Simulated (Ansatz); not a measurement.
A calculation on L1₀ (CuAu-type) TiAl returned lattice constant a 2.765 Å, lattice parameter c 4.002 Å, equilibrium volume per atom 15.30 Å³/atom, formation enthalpy -0.423 eV/atom.

For reference: lattice constant a 2.826 Å (measured, temperature not stated, no zero-point or thermal correction, P4/mmm two-atom cell, a_fct/√2; as tabulated in Zope and Mishin (2003), arXiv:cond-mat/0306298); lattice parameter c 4.077 Å (measured, temperature not stated, no zero-point or thermal correction; as tabulated in Zope and Mishin (2003), arXiv:cond-mat/0306298); formation enthalpy -0.38 eV/atom (measured, temperature not stated, not corrected to a static lattice; as tabulated in Zope and Mishin (2003), arXiv:cond-mat/0306298).

Question: Which level of theory produced these numbers?
A. PBE-D4 (Ansatz, a program for electronic structure)
B. BLYP (Ansatz)
C. LDA (Ansatz)
D. rVV10 (Ansatz)

Answer: C, LDA (Ansatz)

The others give: PBE-D4 2.803 Å, 4.037 Å, 15.85 Å³/atom, -0.415 eV/atom; rVV10 2.821 Å, 4.065 Å, 16.18 Å³/atom, -0.404 eV/atom; BLYP 2.845 Å, 4.123 Å, 16.68 Å³/atom, -0.404 eV/atom.

Unless a cell is named, each level is at its own relaxed cell (BLYP 16.68, LDA 15.30, PBE-D4 15.85, rVV10 16.18 Å³/atom).

Ansatz's density-functional and Hartree–Fock values are scalar-relativistic unless marked +SOC, with PAW data made under PBE.
